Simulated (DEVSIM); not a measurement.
Structure: abrupt Si n-p junction, at 250 K.

Layer 1 from the left is Si, thickness (μm) 96.0, Nd (cm⁻³) 7.8e17, τn (s) 4.4e-7, τp (s) 4.4e-7. Layer 2 from the left is Si, thickness (μm) 260, Na (cm⁻³) 6e15, τn (s) 4.4e-7, τp (s) 4.4e-7.

Left contact: ohmic. Right contact: ohmic. Voltage is applied to the left contact. Recombination: SRH at mid-gap, Auger. Mobility is constant in doping.

This is a model device: material constants are rounded textbook-type values typed into the input, and sizes, dopings and lifetimes were drawn at random. Values at 300 K; Nc and Nv go as T^1.5, mobilities as T to minus their exponent, the gap by Varshni's rule with the affinity fixed.

Si: gap (eV) 1.124, affinity (eV) 4.05, permittivity 11.7, Nc (cm⁻³) 2.86e19, Nv (cm⁻³) 3.1e19, μn (cm²/Vs) 1417, μp (cm²/Vs) 470, T exponent of μn 2.3, T exponent of μp 2.2, Cn (cm⁶/s) 2.8e-31, Cp (cm⁶/s) 9.9e-32, Varshni α (eV/K) 0.000473, Varshni β (K) 636.

Q: Estimate by hand the built-in potential, the peak field at zero bias, the capacitance at 6 V, and compare with a numerical solution.

A: 
- Built-in potential: ni = √(Nc Nv) exp(−Eg/2kT) = 8.01e7 cm⁻³ with Eg = 1.136 eV; Vbi = kT/q ln(Na Nd/ni²) = 0.886 V; numerical 0.886 V.
- Peak field at zero bias: depletion approximation: W = √(2εVbi/(qN)) = 0.439 μm with N = 5.95e15 cm⁻³; field = 2Vbi/W = 40400 V/cm; numerical 54600 V/cm (estimate below by 26 %).
- Capacitance at 6 V: C = √(qεN / 2(Vbi + |V|)) = 8.47 nF/cm²; numerical 8.50 nF/cm².

Simulated with DEVSIM: 1D drift-diffusion, Boltzmann statistics, complete ionisation; no tunnelling, impact ionisation, image-force lowering or self-heating.
